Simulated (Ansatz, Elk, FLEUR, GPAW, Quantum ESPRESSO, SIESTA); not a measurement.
# Code comparison for FeNi₃ (Pm-3m, 4 atoms in the cell)

Self-consistent single point, at a second geometry (lattice scaled by 0.98). First geometry:

```
CELL_PARAMETERS angstrom
      3.58975     0.00000     0.00000
      0.00000     3.58975     0.00000
      0.00000     0.00000     3.58975
ATOMIC_POSITIONS crystal
  Fe 0.00000 0.00000 0.00000
  Ni 0.00000 0.50000 0.50000
  Ni 0.50000 0.00000 0.50000
  Ni 0.50000 0.50000 0.00000
```
Moments meant for the start (each program seeds them in its own way; μB, in the order of the atoms Fe Ni Ni Ni): 4.0 2.0 2.0 2.0.

Shared settings, as Ansatz (an electronic-structure program) writes them: kpoints.mp_grid.grid = 9 9 9; scf.occupations.method = fermi_dirac; scf.occupations.width = 0.1 eV. Potentials and cutoffs stand in the table.

```csv
code,model,ΔF from the first geometry (meV/atom),pressure (GPa),size of the net moment (μB/atom),cutoff
Ansatz,"PBE, PAW files",-5.4,4.56,1.18,default
Quantum ESPRESSO,"PBE, PSlibrary ultrasoft (PBE) pseudopotentials",-3.4,5.00,1.17,55 Ry
Elk,"PBE, all-electron FP-LAPW, Elk's shipped species files, default APW+lo basis",-6.1,–,1.18,default
FLEUR,"PBE, all-electron FLAPW (FLEUR), scalar-relativistic valence",-8.1,–,1.17,Kmax 3.5 1/bohr
SIESTA,"GGA PBE, numerical atomic orbitals DZP, PseudoDojo PBE standard norm-conserving potentials (rewritten from UPF to PSML)",-28.3,-1.25,1.20,grid 300 Ry
GPAW,"PBE, GPAW PAW datasets PBE (gpaw-data 1.0.1)",2.0,6.65,1.19,850 eV
```

A dash marks a value that a program does not give, or that is left out as unsure.

On Ansatz's run: the magnetic order is the one reached from the typed start; others were not searched systematically.

The spread over the programs that give each value: ΔF from the first geometry within 30.3 meV/atom; pressure within 7.90 GPa; size of the net moment within 0.03 μB/atom.

SIESTA uses small atom-centred bases, whose incompleteness enters pressures, forces and empty levels differently from a plane-wave cutoff. Elk and FLEUR treat all electrons, but the usual bases taken here (sphere radii, linearisation, local orbitals, empty states) were not tested for convergence, so the values are no reference for the others. Ansatz's pressure is given at a fixed set of plane waves, as the other plane-wave codes print theirs; with its correction for the finite basis it is 4.71 GPa. In the pressure, SIESTA (by 6.25) and GPAW (by 1.66) lie more than 1 GPa from the median of the plane-wave programs.

The starting cell comes from a database of computed structures (which also holds hypothetical and non-ambient phases and stackings), without a prior relaxation at this level. Its lattice was rescaled by a random factor within 2.5 % of one. For this run, on top of that: lattice scaled by 0.98.

Keys are those of Ansatz 0.2.
